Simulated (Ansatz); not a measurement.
**TiPt₃ in the Cu3Au type structure (space group Pm-3m, No. 221)**

```yaml
crystal:
  lattice:
    - [3.94788, 0.00000, 0.00000]
    - [0.00000, 3.94788, 0.00000]
    - [0.00000, 0.00000, 3.94788]
  atoms:
    - { symbol: Ti, position: [0.00000, 0.00000, 0.00000] }
    - { symbol: Pt, position: [0.00000, 0.50000, 0.50000] }
    - { symbol: Pt, position: [0.50000, 0.00000, 0.50000] }
    - { symbol: Pt, position: [0.50000, 0.50000, 0.00000] }
```

Computed with Kohn–Sham DFT with the PBE functional, run in Ansatz (a quantum-chemistry and plane-wave program) with PAW and 420 eV plane waves, without spin-orbit coupling. Settings: 12×12×12 k-points, 0.05 eV Fermi–Dirac smearing.

| Property | Value |
|---|---|
| Volume per atom | 15.38 Å³ |
| Density | 17.09 g/cm³ |
| Band gap | zero |
| Total energy | -10018.035 eV/atom (σ→0; compares only within this code and set-up) |

No phonon test of stability was made. The final runs are not spin-polarised.
